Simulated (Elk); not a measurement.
Band structure of PrGa3Pt (I-4m2, 5 atoms in the cell).

```yaml
crystal:
  lattice:
    - [-2.11038, 2.11038, 5.37122]
    - [2.11038, -2.11038, 5.37122]
    - [2.11038, 2.11038, -5.37122]
  atoms:
    - { symbol: Pr, position: [0.00000, 0.00000, 0.00000], spin: 2.0 }
    - { symbol: Ga, position: [0.61608, 0.61608, 0.00000] }
    - { symbol: Ga, position: [0.38392, 0.38392, 0.00000] }
    - { symbol: Ga, position: [0.75000, 0.25000, 0.50000] }
    - { symbol: Pt, position: [0.25000, 0.75000, 0.50000] }
```
(The spins are starting values, not results.)

Computed with PBEsol, all-electron FP-LAPW, Elk's shipped species files, default APW+lo basis (Elk).

Settings: xctype = 22; spinpol = true; rgkmax = 7; stype = 3; swidth = 0.00367493 Ha; ngridk = 5 5 5; reducebf = 0.8; rmtscf = 0.87; nempty = 10 per atom; bfcmt = [[0.0, 0.0, -1.0], [0.0, 0.0, 0.0], [0.0, 0.0, 0.0], [0.0, 0.0, 0.0], [0.0, 0.0, 0.0]].

The starting cell comes from a database of computed structures (which also holds hypothetical and non-ambient phases and stackings), without a prior relaxation at this level. Spin-orbit coupling is off. With one magnetic atom in the cell only a parallel order is possible. With U or open f shells several self-consistent states can exist. The f electrons are in the valence without U or exact exchange, which can misplace them near the Fermi level. Spin-orbit terms, which matter for f shells, are left out. Values depend on the basis (sphere radii, cutoffs, local orbitals), which need not be converged.

Levels in eV from the Fermi level, bands 38 to 45 of the first spin channel:
| point | 38 | 39 | 40 | 41 | 42 | 43 | 44 | 45 |
|---|---|---|---|---|---|---|---|---|
| Γ | -1.55 | -1.55 | -0.43 | -0.27 | -0.06 | -0.05 | 0.09 | 0.14 |
| X | -2.58 | -2.31 | -1.38 | -0.82 | 0.01 | 0.03 | 0.07 | 0.11 |
| Y | -2.18 | -2.05 | -1.24 | -0.88 | 0.02 | 0.03 | 0.07 | 0.11 |
| S | -0.94 | -0.82 | -0.42 | 0.00 | 0.01 | 0.08 | 0.13 | 0.23 |
| Z | -1.35 | -0.74 | -0.39 | 0.01 | 0.03 | 0.05 | 0.07 | 0.10 |
| S1 | -0.94 | -0.82 | -0.42 | 0.00 | 0.01 | 0.08 | 0.13 | 0.23 |
| N | -1.83 | -0.28 | -0.27 | -0.02 | 0.01 | 0.11 | 0.15 | 0.19 |
| P | -2.49 | -2.27 | -1.39 | -0.85 | 0.01 | 0.02 | 0.04 | 0.12 |
| Y1 | -2.18 | -2.05 | -1.24 | -0.88 | 0.02 | 0.03 | 0.07 | 0.12 |

Bands cross the Fermi level along this path, so the cell is metallic at this level.

The net moment of the cell came out as 2.20 μB.
